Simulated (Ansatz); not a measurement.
For Ag (Im-3m, No. 229, 1 atoms in the cell; start mp-2646971; another form than the element's usual one), PBEsol (PAW; Ansatz, a quantum-chemistry and plane-wave program) gives:

```
Item                       Result
-------------------  ------------
lattice parameter a       3.225 Å
bulk modulus B0           115 GPa
cohesive energy      3.05 eV/atom
```

**Question.** What does r²SCAN (Ansatz, plane waves, PAW) give for the same quantities?

**Answer.** 
- lattice constant a: 3.267 Å (rises by 1.3 %)
- bulk modulus: 99.7 GPa (shrinks by 13 %)
- cohesive energy: 2.84 eV/atom (decreases by 0.21 eV/atom)

Changes are worked out from the printed values.

Unless a cell is named, each level is at its own relaxed cell (PBEsol 16.77, r²SCAN 17.44 Å³/atom).

Caveats: the bulk modulus is −V dP/dV from two relaxed cells at ±2 % in volume (PBEsol, r²SCAN); the relaxation could not lower the start's symmetry, so the cell can be a saddle point above a distorted one (PBEsol, r²SCAN). Ansatz's density-functional and Hartree–Fock values are scalar-relativistic unless marked +SOC, with PAW data made under PBE.

A start named mp-… is a Materials Project structure, which need not be a measured phase.
